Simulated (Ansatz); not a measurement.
The reference is Mg$_{2}$Ge in the anti-fluorite structure (space group Fm-3m, No. 225; a = 6.364 Å).

Computed with PBEsol/PAW in Ansatz (an electronic-structure program), without spin-orbit coupling.

Base values:

Volume per atom: 21.48 Å³
Band gap: 0.08 eV

Perturbation: every Mg is replaced by Be; the structure is relaxed again.

Tabulated Pauling electronegativity and covalent radius: Mg 1.31, 1.41 Å; Be 1.57, 0.96 Å.

### Question
Predict the new volume per atom.

### Answer
The volume per atom shrinks by 8.85 Å³ to 12.63 Å³.

### Question
What happens to the band gap?

### Answer
The band gap changes from 0.08 eV to zero.

Stability against distortions was not tested. As relaxed here, Be2Ge is a hypothetical phase, not in the database extracts checked. All final runs are without spin polarisation. A zero or small gap of Mg2Ge can be the functional's error rather than a property of the material.
